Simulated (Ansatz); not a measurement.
We consider cubic perovskite CsPbBr3 (cubic high-temperature phase), described by r²SCAN (Ansatz, an electronic-structure program, plane waves, PAW).

Numerical settings: plane-wave cutoff 600 eV, 4×4×4 k mesh, finite displacements, scalar-relativistic PAW data made under PBE.

Computed at the level's own relaxed cell.

### Question
Give the computed high-frequency dielectric constant and dielectric constant ε0 (ions relaxed).

### Answer

- high-frequency dielectric constant: 4.14
- dielectric constant ε0 (ions relaxed): 292

Note: the relaxation could not lower the start's symmetry, so the cell can be a saddle point above a distorted one.

Spin–orbit coupling is not included; it can shift volumes and moduli of such heavy elements.

The result took very roughly 29 core-minutes.
